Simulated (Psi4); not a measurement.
Psi4 1.11, HF/def2-svp, scf_type pk: C[SiH](C)C[SiH](F)F, 17 atoms. The geometry is a generated start, not checked to be a minimum at this level.

task: energy
method: scf
basis: def2-svp
memory: 7 GB
e_convergence: 1e-08
d_convergence: 1e-07
guess: auto, which took SAD (default)
diis_max_vecs: 10 (default)
scf_initial_accelerator: adiis (default)
basis functions: 156

```xyz
17

Si     2.2401     0.1871     1.1678
F      2.9309    -0.3691     2.5054
F      3.2928    -0.2697     0.0539
C      0.6003    -0.6663     0.8551
Si    -0.3274    -0.0891    -0.7161
C     -1.7845    -1.2752    -1.0150
C     -0.9720     1.6750    -0.4165
H      2.2964     1.6278     1.2510
H     -0.0502    -0.5329     1.7194
H      0.7806    -1.7400     0.7758
H      0.5768    -0.1078    -1.8769
H     -2.3563    -0.9802    -1.8896
H     -1.4397    -2.2919    -1.1793
H     -2.4666    -1.2934    -0.1700
H     -1.6334     1.7165     0.4446
H     -1.5307     2.0392    -1.2726
H     -0.1571     2.3698    -0.2371
```
Charge 0, spin multiplicity 1.

The reference run uses exact four-centre integrals (scf_type = pk). One run each, on a shared machine, so no times are given.

Settings tried, all else as in the reference:
- scf_type = direct, screening = csam (default), ints_tolerance = 1e-09
- scf_type = direct, screening = density, ints_tolerance = 1e-07
- scf_type = direct, screening = csam (default), ints_tolerance = 1e-07
- scf_type = direct, screening = csam (default), ints_tolerance = 1e-05

Problem. Which settings reproduce the reference to 1.0 meV/atom in energy?

Solution. Within it: scf_type = direct, screening = csam (default), ints_tolerance = 1e-09; scf_type = direct, screening = density, ints_tolerance = 1e-07; scf_type = direct, screening = csam (default), ints_tolerance = 1e-07; scf_type = direct, screening = csam (default), ints_tolerance = 1e-05. No setting lies outside.

| setting | energy against the reference |
|---|---|
| scf_type = direct, screening = csam (default), ints_tolerance = 1e-09 | under 0.001 meV/atom |
| scf_type = direct, screening = density, ints_tolerance = 1e-07 | −0.0024 meV/atom |
| scf_type = direct, screening = csam (default), ints_tolerance = 1e-07 | −0.0044 meV/atom |
| scf_type = direct, screening = csam (default), ints_tolerance = 1e-05 | +0.10 meV/atom |

Total energies are compared; such shifts often cancel in part in energy differences. Also tried and not ranked: scf_type = direct, screening = density, ints_tolerance = 1e-05 (ended without SCF convergence in 100 iterations); scf_type = direct, screening = density, ints_tolerance = 1e-09 (same energy as a listed run). The tolerance is a choice made for this comparison.
